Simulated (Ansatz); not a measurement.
System: L1₂ (Cu3Au-type) Ni₃Fe. Method: PBEsol (plane waves, PAW; Ansatz, a program for electronic structure).

Numerical settings: plane-wave cutoff 520 eV, 18×18×18 k mesh, Fermi–Dirac smearing 0.042 eV (set by the program), spin-polarised with parallel moments, scalar-relativistic PAW data made under PBE.

The cell has the measured lattice: a = b = c = 3.5450 Å, α = β = γ = 90.00°.

Question: What does this level give for the elastic constant C12, Voigt–Reuss–Hill shear modulus (Hill average), elastic constant C44, Poisson ratio and elastic constant C11?

Answer: 
- elastic constant C12: 136 GPa
- Voigt–Reuss–Hill shear modulus (Hill average): 93.0 GPa
- elastic constant C44: 125 GPa
- Poisson ratio: 0.276
- elastic constant C11: 256 GPa

Note: the cell isn't this level's own, so it is under some stress, which shifts stiffness and frequencies.

Elastic constants are with the ions relaxed.

Computed values are for the static lattice.

The result took about 19 core-minutes (a rough figure).
